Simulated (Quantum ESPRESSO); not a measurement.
**Sensitivity of a calculation on NbCo2 (Fd-3m, 6 atoms in the cell) to its settings**

```
CELL_PARAMETERS angstrom
      0.00000     3.38700     3.38700
      3.38700     0.00000     3.38700
      3.38700     3.38700     0.00000
ATOMIC_POSITIONS crystal
  Nb 0.00000 0.00000 0.00000
  Nb 0.25000 0.25000 0.25000
  Co 0.62500 0.62500 0.62500
  Co 0.12500 0.62500 0.62500
  Co 0.62500 0.62500 0.12500
  Co 0.62500 0.12500 0.62500
```
Moments meant for the start (each program seeds them in its own way; μB, in the order of the atoms Nb Nb Co Co Co Co): 0.0 0.0 3.0 3.0 3.0 3.0.

Base run A: PBEsol, PSlibrary ultrasoft (PBE) pseudopotentials in Quantum ESPRESSO 7.5, self-consistent single point.

Its settings: ecutwfc = 55 Ry; ecutrho = 330 Ry; occupations = smearing; smearing = gauss; degauss = 0.0147 Ry; nspin = 2; input_dft = pbesol; potentials = {Nb: Nb.pbe-spn-rrkjus_psl.1.0.0.UPF, Co: Co.pbe-n-rrkjus_psl.1.0.0.UPF}; K_POINTS = automatic 6 6 6 1 1 1; conv_thr = 1e-11 Ry; mixing_beta = 0.2.

The starting cell comes from a database of published, mostly measured structures (it also holds non-ambient and calculated ones), without a prior relaxation at this level. The moments shrank to a small part of their start, a low-spin state that need not be the lowest. In the base run, with a pressure of about -13 GPa the cell is away from its equilibrium volume at this level.

ΔF is the free energy per atom less that of run A. A dash stands where there is no value to compare (another energy zero or no entropy term, no result, no spin, no clean gap, or a mesh too coarse for one). Total energies depend on the potentials, the functional and any Hubbard or dispersion term, so they are compared only between runs that share all of them.

Run A gave: pressure (GPa) -13.28; size of the net moment (μB/atom) 0.13; k-points 28.

Runs:
- B: ecutwfc: 55 Ry → 44 Ry; ecutrho: 330 Ry → 264 Ry
- C: degauss: 0.0147 Ry → 0.02205 Ry
- D: vdw_corr: default → grimme-d3; dftd3_version: default → 4; dftd3_threebody: default → true [PBEsol-D3(BJ) with three-body term]
- E: degauss: 0.0147 Ry → 0.002205 Ry; K_POINTS: automatic 6 6 6 1 1 1 → automatic 5 5 5 1 1 1
- F: lattice scaled by 1.03
- G: conv_thr: 1e-11 Ry → 1e-05 Ry

### Question
What does run D change against A?

### Answer
The pressure goes from -13.28 to -18.07 GPa and the size of the net moment stays at 0.13 μB/atom.

### Question
What does run E change against A?

### Answer
The free energy rises by 16.0 meV/atom, the pressure hardly changes (-13.28 to -13.30 GPa) and the size of the net moment goes from 0.13 to 0.21 μB/atom.

| run | ΔF (meV/atom) | pressure (GPa) | size of the net moment (μB/atom) | k-points |
|---|---|---|---|---|
| A | 0.00 | -13.28 | 0.13 | 28 |
| B | 34.9 | -13.77 | 0.13 | 28 |
| C | -20.7 | -13.08 | 0.00 | 28 |
| D | – | -18.07 | 0.13 | 28 |
| E | 16.0 | -13.30 | 0.21 | 19 |
| F | 146.0 | -25.07 | 0.62 | 28 |
| G | 0.09 | -14.16 | 0.19 | 28 |
